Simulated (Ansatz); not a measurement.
The starting structures come from a database of crystals and need not be the phases stable at ambient conditions.

# Evanescent states of SrZnAsF (P4/nmm, not sure to be the ambient phase, 8 atoms a cell, 19.8 Å³ an atom, -2 GPa at this level) along the normal of (111)

These are r2SCAN (plane waves, PAW; Ansatz, an electronic-structure program) values and carry that method's errors.

The gap is the functional's own. No spin-orbit coupling. Mid-gap values are interpolated on the energy grid.

Energies count from the valence-band top; κ is the least over a 6×4 mesh across the current.

| E (eV) | κ (1/Å) | where |
|---|---|---|
| 0.04 | 0.049 | Γ |
| 0.10 | 0.082 | Γ |
| 0.17 | 0.103 | Γ |
| 0.24 | [?] | Γ |
| 0.32 | [?] | Γ |
| 0.39 | [?] | Γ |
| 0.46 | [?] | Γ |
| 0.53 | [?] | Γ |
| 0.59 | [?] | Γ |
| 0.67 | [?] | Γ |
| 0.73 | [?] | Γ |
| 0.81 | [?] | Γ |
| 0.88 | 0.085 | Γ |
| 0.94 | 0.065 | Γ |
| 1.01 | 0.033 | Γ |

**Question.** Some entries are withheld; supply them.

**Answer.** 
- 0.24, κ (1/Å): 0.118
- 0.32, κ (1/Å): 0.130
- 0.39, κ (1/Å): 0.140
- 0.46, κ (1/Å): 0.148
- 0.53, κ (1/Å): 0.143
- 0.59, κ (1/Å): 0.134
- 0.67, κ (1/Å): 0.124
- 0.73, κ (1/Å): 0.113
- 0.81, κ (1/Å): 0.100
